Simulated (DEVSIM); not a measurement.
Device: abrupt Si n-p junction, at 300 K.

Layer 1 from the left is Si, thickness (μm) 0.280, Nd (cm⁻³) 1.8e18, τn (s) 1.1e-7, τp (s) 1.1e-7. Layer 2 from the left is Si, thickness (μm) 200, Na (cm⁻³) 4.6e15, τn (s) 1.1e-7, τp (s) 1.1e-7.

Left contact: ohmic. Right contact: ohmic. Voltage is applied to the left contact. Recombination: SRH at mid-gap, Auger. Mobility is μmin + (μ − μmin)/(1 + (N/Nref)^α).

This is a model device: material constants are rounded textbook-type values typed into the input, and sizes, dopings and lifetimes were drawn at random. Values at 300 K.

Si: gap (eV) 1.124, affinity (eV) 4.05, permittivity 11.7, Nc (cm⁻³) 2.86e19, Nv (cm⁻³) 3.1e19, μn (cm²/Vs) 1417, μp (cm²/Vs) 470, μn,min 52, μp,min 45, Nref,n 9.7e16, Nref,p 2.2e17, αn 0.68, αp 0.72, Cn (cm⁶/s) 2.8e-31, Cp (cm⁶/s) 9.9e-32.

Simulated with DEVSIM: 1D drift-diffusion, Boltzmann statistics, complete ionisation; no tunnelling, impact ionisation, image-force lowering or self-heating.

Dark forward current:

| |V| (V) | |J| (A/cm²) |
|---|---|
| 0.05 | 5.896e-8 |
| 0.10 | 2.119e-7 |
| 0.15 | 6.439e-7 |
| 0.20 | 1.937e-6 |
| 0.25 | 6.168e-6 |
| 0.30 | 2.221e-5 |
| 0.35 | 9.568e-5 |
| 0.40 | 0.0004959 |
| 0.45 | 0.002935 |
| 0.50 | 0.01827 |
| 0.55 | 0.1020 |
| 0.60 | 0.3809 |
| 0.65 | 0.8885 |
| 0.70 | 1.547 |
| 0.75 | 2.300 |
| 0.80 | 3.120 |
| 0.85 | 3.993 |
| 0.90 | 4.914 |
| 0.95 | 5.881 |
| 1.00 | 6.892 |
| 1.05 | 7.949 |
| 1.10 | 9.054 |
| 1.15 | 10.21 |
| 1.20 | 11.41 |
| 1.25 | 12.66 |
| 1.30 | 13.97 |

Task: Work out the local ideality factor n = ΔV / (kT/q · ln(J2/J1)) between the rows 0.15 and 0.20 V, 0.45 and 0.50 V, 1.25 and 1.30 V.

Result: kT/q = 25.85 mV. From 0.15 to 0.20 V: ln(1.937e-6/6.439e-7) = 1.101, n = 1.76. From 0.45 to 0.50 V: ln(0.01827/0.002935) = 1.829, n = 1.06, near the 1 of diffusion or emission over a barrier. From 1.25 to 1.30 V: ln(13.97/12.66) = 0.098, n = 19.64.

Task: Estimate the current at 0.45 V from the Shockley equation with J0 = Σ q ni² D/(N L) coth(W/L), τ joining the SRH, radiative and Auger lifetimes that are on, and W taken as the whole layer.

Result: ni² = 1.16e20 cm⁻⁶; holes in the n layer: μ = 122 cm²/Vs, D = 3.15 cm²/s, τ = 1.00e-7 s, L = 5.61 μm, W/L = 0.050, term 1.16e-12 A/cm²; electrons in the p layer: μ = 1260 cm²/Vs, D = 32.7 cm²/s, τ = 1.10e-7 s, L = 19.0 μm, W/L = 11, term 6.96e-11 A/cm². J0 = 7.07e-11 A/cm², and J = J0 exp(qV/kT) = 0.00257 A/cm². The simulation gives 0.00294 A/cm²; the estimate lies 12 % below. The estimate leaves out recombination in the depletion region and that region's share of W.
